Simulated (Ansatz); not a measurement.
## A computed series for InSb: pressure series

Take InSb in the zinc blende structure (space group F-43m, No. 216) as the base.

```
CELL_PARAMETERS angstrom
      0.00000     3.31748     3.31748
      3.31748     0.00000     3.31748
      3.31748     3.31748     0.00000
ATOMIC_POSITIONS crystal
  Sb 0.75000 0.75000 0.75000
  In 0.00000 0.00000 0.00000
```

Cell and atoms are relaxed at each pressure.

Levels (all Ansatz, an electronic-structure program, PAW, earlier PAW set): PBE (420 eV, without spin-orbit coupling); r2SCAN (500 eV, no SOC).

The base cell above is that of PBE; each level relaxes its own structures.

```
case              lattice parameter a, PBE  lattice parameter a, r2SCAN
----------------  ------------------------  ---------------------------
pressure −2 GPa                    6.778 Å                      6.673 Å
pressure −1 GPa                    6.701 Å                      6.611 Å
pressure 3 GPa                     6.484 Å                   (withheld)
pressure 7 GPa                     6.340 Å                   (withheld)
pressure 15 GPa                    6.140 Å                   (withheld)
pressure 30 GPa                    5.902 Å                      5.888 Å
pressure 50 GPa                    5.698 Å                      5.690 Å
pressure 75 GPa                    5.522 Å                   (withheld)
pressure 100 GPa                   5.391 Å                      5.389 Å
```

Some entries are withheld; estimate them.


- pressure 3 GPa, lattice parameter a, r2SCAN: 6.428 Å
- pressure 7 GPa, lattice parameter a, r2SCAN: 6.299 Å
- pressure 15 GPa, lattice parameter a, r2SCAN: 6.115 Å
- pressure 75 GPa, lattice parameter a, r2SCAN: 5.517 Å

The two levels differ by at most about 0.105 Å. They put the cases in the same order.

Load acts through the strain it causes; cell and atoms are relaxed under it. Whether these cells are dynamically stable was not tested. Tetrahedral semiconductors of this kind turn to denser phases somewhere between about 1 and 50 GPa; those were not computed, so compressed cells here can lie past the real transition. The final runs are not spin-polarised.
